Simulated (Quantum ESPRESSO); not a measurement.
**A series of runs on Mo₂H₂O₇ (P2_1/m, 22 atoms in the cell)**

Space group P2₁/m (No. 11); a = 7.520 Å, b = 3.780 Å, c = 9.636 Å, α = γ = 90.00°, β = 105.17°

| atom | site | symmetry | x | y | z |
|---|---|---|---|---|---|
| H | 2e | m | 0.3313 | 0.2500 | 0.7420 |
| H | 2e | m | 0.3860 | 0.2500 | 0.2917 |
| Mo | 2e | m | 0.8166 | 0.2500 | 0.0272 |
| Mo | 2e | m | 0.1601 | 0.2500 | 0.4414 |
| O | 2e | m | 0.2939 | 0.2500 | 0.6371 |
| O | 2e | m | 0.6495 | 0.2500 | 0.1208 |
| O | 2e | m | 0.0997 | 0.2500 | 0.9636 |
| O | 2e | m | 0.3156 | 0.7500 | 0.1494 |
| O | 2e | m | 0.0966 | 0.7500 | 0.4668 |
| O | 2e | m | 0.0272 | 0.2500 | 0.2589 |
| O | 2e | m | 0.3847 | 0.2500 | 0.3937 |

Base run A: PBEsol, GBRV 1.5 ultrasoft (PBESOL) pseudopotentials in Quantum ESPRESSO, self-consistent single point.

Its settings: ecutwfc = 40 Ry; ecutrho = 320 Ry; occupations = fixed; potentials = {H: h_pbesol_v1.4.uspp.F.UPF, Mo: mo_pbesol_v1.uspp.F.UPF, O: o_pbesol_v1.2.uspp.F.UPF}; K_POINTS = automatic 3 6 3 0 0 0; nbnd = 78; conv_thr = 1e-10 Ry; mixing_beta = 0.7.

The starting cell comes from a database of computed structures (which also holds hypothetical and non-ambient phases and stackings), without a prior relaxation at this level. In the base run, with a pressure of about -8 GPa the cell is away from its equilibrium volume at this level. In the base run, forces exceed 1 eV/Å.

A dash stands where there is no value to compare (another energy zero or no entropy term, no result, no spin, no clean gap, or a mesh too coarse for one). 

```tsv
run	change	pressure (GPa)	largest force (eV/Å)	gap on the mesh (eV)	dispersion energy (eV/atom)
A	base	-8.36	1.442	1.942	–
B	vdw_corr: default → grimme-d3; dftd3_version: default → 3; dftd3_threebody: default → false [PBEsol-D3(0)]	-9.60	1.436	1.942	-0.089
C	vdw_corr: default → grimme-d3; dftd3_version: default → 4; dftd3_threebody: default → false [PBEsol-D3(BJ)]	-9.80	1.444	1.942	-0.110
D	vdw_corr: default → grimme-d3; dftd3_version: default → 4; dftd3_threebody: default → true [PBEsol-D3(BJ) with three-body term]	-9.60	1.444	1.942	-0.102
```

Run B against A: The pressure goes from -8.36 to -9.60 GPa, the largest force hardly changes (1.442 to 1.436 eV/Å) and the gap on the mesh stays at 1.942 eV.

Run C against A: The pressure goes from -8.36 to -9.80 GPa, the largest force moves little (1.442 to 1.444 eV/Å) and the gap on the mesh stays at 1.942 eV.
